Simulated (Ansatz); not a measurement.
For AlB2-type NbB₂, LDA in Ansatz (PAW) gives:

- lattice parameter a = 3.076 Å
- c axis length = 3.272 Å

What does r²SCAN-D4 (Ansatz, a quantum-chemistry and plane-wave program, plane waves, PAW) give for the same quantities?


- lattice constant a: 3.097 Å (rises by 0.7 %)
- lattice parameter c: 3.304 Å (grows by 1.0 %)

Changes are worked out from the printed values.

Unless a cell is named, each level is at its own relaxed cell (LDA 8.94, r²SCAN-D4 9.15 Å³/atom).

Ansatz's density-functional and Hartree–Fock values are scalar-relativistic unless marked +SOC, with PAW data made under PBE.
